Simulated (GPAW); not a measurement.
Worked example: self-consistent single point of AlCr6Si (Pm-3, 8 atoms in the cell) in GPAW.

Method of the run: LDA (Perdew-Wang 92), GPAW PAW datasets LDA (gpaw-data 1.0.1) (plane waves; GPAW).

```yaml
crystal:
  lattice:
    - [4.43801, 0.00000, 0.00000]
    - [0.00000, 4.43801, 0.00000]
    - [0.00000, 0.00000, 4.43801]
  atoms:
    - { symbol: Al, position: [0.50000, 0.50000, 0.50000] }
    - { symbol: Cr, position: [0.00000, 0.50000, 0.75452] }
    - { symbol: Cr, position: [0.00000, 0.50000, 0.24548] }
    - { symbol: Cr, position: [0.75452, 0.00000, 0.50000] }
    - { symbol: Cr, position: [0.24548, 0.00000, 0.50000] }
    - { symbol: Cr, position: [0.50000, 0.75452, 0.00000] }
    - { symbol: Cr, position: [0.50000, 0.24548, 0.00000] }
    - { symbol: Si, position: [0.00000, 0.00000, 0.00000] }
```

Reference input (self-consistent single point, DFT LDA (Perdew-Wang 92), plane waves, GPAW PAW datasets LDA (gpaw-data 1.0.1)): mode = pw; ecut = 800 eV; xc = LDA; kpts = 5 5 5; mesh shift (steps) = 0 0 0; occupations.name = methfessel-paxton; occupations.width = 0.1 eV; occupations.order = 0; nbands = -12; convergence.density = 1e-05 e/electron; convergence.energy = 1e-05 eV/electron; symmetry.symmorphic = false. This run's input differs from it in these lines:

```diff
@@ -18,3 +18,3 @@
 
-calc = GPAW(mode=PW(800),
+calc = GPAW(mode=PW(720),
             xc='LDA',
```

Log, with long lists cut:

```
     iter     time        total  log10-change:
                         energy   eigst   dens
iter:   1 --:--:--   -87.074377
iter:   2 --:--:--   -85.449635   +0.44  -0.83
iter:   3 --:--:--   -89.357919   -0.03  -0.82
iter:   4 --:--:--   -75.724995   +0.84  -0.77
iter:   5 --:--:--   -83.278601   +0.41  -1.46
   [... 19 lines left out ...]
iter:  25 --:--:--   -75.647239   -3.23  -3.04
iter:  26 --:--:--   -75.648162   -3.17  -3.26
iter:  27 --:--:--   -75.647707   -3.71  -2.93
iter:  28 --:--:--   -75.647286   -3.43  -3.02
iter:  29 --:--:--   -75.647359c  -3.85  -3.60
iter:  30 --:--:--   -75.647372c  -3.91  -3.62
   [... lines left out ...]
iter:  65 --:--:--   -75.647535c  -6.38  -5.04c
iter:  66 --:--:--   -75.647535c  -6.50  -4.94
iter:  67 --:--:--   -75.647535c  -6.57  -5.14c
iter:  68 --:--:--   -75.647535c  -6.63  -5.47c
iter:  69 --:--:--   -75.647535c  -6.74  -5.39c
iter:  70 --:--:--   -75.647535c  -6.76  -5.36c
iter:  71 --:--:--   -75.647535c  -6.84  -5.36c
   [... 7 lines left out ...]
iter:  79 --:--:--   -75.647535c  -7.11  -5.30c
iter:  80 --:--:--   -75.647535c  -7.27  -5.07c
iter:  81 --:--:--   -75.647535c  -7.35  -5.37c
iter:  82 --:--:--   -75.647535c  -7.13  -5.30c
iter:  83 --:--:--   -75.647535c  -7.50c -5.30c
Converged after 83 iterations.

Dipole moment: (-0.000000, -0.000000, 0.000000) |e|*Ang

Energy contributions relative to reference atoms: (reference = -185597.234661)

Kinetic:        -12.206901
Potential:       -7.100658
External:        +0.000000
XC:             -57.158527
Entropy (-ST):   -0.026571
Local:           +0.831836
SIC:             +0.000000
--------------------------
Free energy:    -75.660821
Extrapolated:   -75.647535

Showing only first 2 kpts
 Kpt  Band  Eigenvalues  Occupancy
  0    19     10.52834    2.00000
  0    20     12.52924    0.00000
  0    21     12.52924    0.00000
  0    22     12.52924    0.00000

  1    19     10.68993    2.00000
  1    20     12.18605    0.00000
  1    21     12.42465    0.00000
  1    22     12.43104    0.00000

Fermi level: 11.59334

No gap
   [... lines left out ...]
  2 Cr   -0.00000    0.00000   -0.11307
  3 Cr    0.11307    0.00000    0.00000
  4 Cr   -0.11307    0.00000    0.00000
  5 Cr    0.00000    0.11307    0.00000
  6 Cr    0.00000   -0.11307    0.00000
  7 Si    0.00000    0.00000    0.00000

Stress tensor:
    -0.021269     0.000000     0.000000
     0.000000    -0.021269     0.000000
     0.000000     0.000000    -0.021269
Stress (GPa, Voigt): [-3.4076 -3.4076 -3.4076  0.      0.      0.    ]
```

The run converged in 83 iterations. GPAW prints stress with tension positive. Against the reference run the free energy rises by 4.6 meV/atom, the pressure goes from 3.66 to 3.41 GPa and the largest force hardly changes (0.112 to 0.113 eV/Å).

The starting cell comes from a database of computed structures (which also holds hypothetical and non-ambient phases and stackings), without a prior relaxation at this level. Its lattice was rescaled by a random factor within 2.5 % of one. Spin polarisation is off.

Cost on one core of a shared machine: roughly 3 min.
